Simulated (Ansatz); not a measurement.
MgO (P6₃mc, No. 186, 4 atoms in the cell; start mp-549706; a measured phase of this formula has another space group), treated with r²SCAN+rVV10 (plane waves, PAW; Ansatz, a program for electronic structure).

Settings: plane-wave cutoff 560 eV, 12×12×8 k mesh (along the axes of the cell as run), Fermi–Dirac smearing 0.01 eV, scalar-relativistic PAW data made under PBE.

Cell (relaxed at this level):

```cif
data_Mg2O2
_chemical_formula_sum 'Mg2 O2'
_space_group_name_H-M_alt 'P 1'
_space_group_IT_number 1
_cell_length_a 3.28762
_cell_length_b 3.28762
_cell_length_c 5.00017
_cell_angle_alpha 90.000
_cell_angle_beta 90.000
_cell_angle_gamma 120.000
loop_
_space_group_symop_operation_xyz
  'x, y, z'
loop_
_atom_site_label
_atom_site_type_symbol
_atom_site_fract_x
_atom_site_fract_y
_atom_site_fract_z
_atom_site_occupancy
Mg1 Mg 0.33333 0.66667 0.00384 1
Mg2 Mg 0.66667 0.33333 0.50384 1
O1 O 0.33333 0.66667 0.40076 1
O2 O 0.66667 0.33333 0.90076 1
```

Task: Predict the band gap.

Result: 
* **band gap**: 4.17 eV (on the SCF k mesh)

Note: the relaxation could not lower the start's symmetry, so the cell can be a saddle point above a distorted one.

Computed values are for the static lattice.

Computing time: very roughly 100 core-seconds.

A start named mp-… is a Materials Project structure, which need not be a measured phase.
